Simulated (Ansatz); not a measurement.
The parent structure is MgS in the rock salt structure (space group Fm-3m, No. 225).

```xyz
2
Lattice="0.0000 2.6015 2.6015 2.6015 0.0000 2.6015 2.6015 2.6015 0.0000" Properties=species:S:1:pos:R:3 pbc="T T T"
Mg     0.0000     0.0000     0.0000
S      2.6015     2.6015     2.6015
```

Cartesian axes are those of the cell as printed.

Method: Ansatz (an electronic-structure program) r2SCAN, scalar-relativistic without spin-orbit coupling.

Perturbation: an isotropic linear strain of −0.50 %; the atoms relax in the strained cell.

Q: Predict the stress tensor and what it implies for the stiffness.

A: Stress of the strained cell less that of the base (GPa, compression positive):
```
   1.24    0.00    0.00
   0.00    1.24    0.00
   0.00    0.00    1.24
```

Then B = −ΔP/(ΔV/V₀) with ΔV/V₀ = -0.0149 gives secant stiffness values (nonlinear terms included at this strain): B ≈ 83 GPa.

No phonon test of stability was made.
